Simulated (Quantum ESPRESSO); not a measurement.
## Equation of state of AlB2-type ZrB2 (space group 191): energy against volume (Quantum ESPRESSO, PBE)

```
CELL_PARAMETERS angstrom
      3.11363     0.00000     0.00000
     -1.55682     2.69649     0.00000
      0.00000     0.00000     3.46723
ATOMIC_POSITIONS crystal
  Zr 0.00000 0.00000 0.00000
  B  0.66667 0.33333 0.50000
  B  0.33333 0.66667 0.50000
```

Method: PBE, PSlibrary PAW (PBE) pseudopotentials (plane waves; Quantum ESPRESSO 7.5). Settings: ecutwfc = 72 Ry; ecutrho = 504 Ry; occupations = smearing; smearing = fermi-dirac; degauss = 0.0036749 Ry; potentials = {Zr: Zr.pbe-spn-kjpaw_psl.1.0.0.UPF, B: B.pbe-n-kjpaw_psl.1.0.0.UPF}; K_POINTS = automatic 21 21 17 0 0 0; conv_thr = 1e-10 Ry. The cell above is the first row's. The rows scale it uniformly. In all rows fractional positions and the k mesh are held. E is the free energy at the stated smearing, counted from the lowest row.

```
V (Å^3/atom)  E (meV/atom)
------------  ------------
9.703                    ?
9.914                10.93
10.125                1.97
10.336                0.00
10.547                4.36
10.758               14.44
10.969               29.70
11.180               49.64
11.391               73.81
```

### Question
Fit E against V with the third-order Birch-Murnaghan form, a cubic in V^(-2/3), and predict the withheld value at V = 9.703.

### Answer
With u = V^(-2/3) - 0.207, the rows have u = 0.009688, 0.006667, 0.003749, 0.000929, -0.001799, -0.004439, -0.006996, -0.009473. Least squares gives E = 7.146 - 3358.07·u + 387685·u² - 75470·u³. Residuals (row less fit): -0.001, 0.002, -0.002, -0.001, -0.002, 0.002, 0.000, -0.001; standard error 0.002 (degrees of freedom: 4). Its minimum lies at u = 0.004336, so V0 = (0.211336)^(-3/2) = 10.29. There d²E/du² = 773400 and d³E/du³ = -452800, so B0 = (4/9) × 10.29^(-7/3) × 773400 × 0.160218 = 239 GPa (the last factor turns the table's units into GPa), and B0' = 4 + (2/3) × 0.211336 × (-452800)/773400 = 3.9. The program's pressures in the fitted runs (not shown) pass through zero at V = 10.29, 0.05 % from this V0. At the withheld row, u = 0.012818, so E = 7.146 - 3358.07 × 0.012818 + 387685 × 0.012818² - 75470 × 0.012818³ = 27.640 meV/atom. The calculation gives 27.64 meV/atom, which the fit meets to the printed digits. The row lies outside the fitted rows, so this is an extrapolation. From the scatter of the fitted rows alone, a prediction at this place has a standard error of 0.007 meV/atom, so the miss is 0.0 times that.

Carrying the step between the two nearest rows on in a straight line would have given 19.89, off by 7.75; series whose last step already gives the withheld value aren't shown. The scan was laid around a cell of about the measured size, scaled by a guess for this functional; axis ratios and inner coordinates come from that cell. The runs keep the symmetry of the cell, so they don't test it for distortions. The shape of the cell and the inner coordinates aren't relaxed, so V0 and B0 belong to this uniform scaling; a relaxed crystal lies no higher in energy and is usually softer. Cutoffs and mesh are single choices, not tested for convergence of this quantity. Series with a scatter that would blur these digits, or in which a gap closes, are not shown. Nor are scans whose minimum lies at an end fitted in this form.
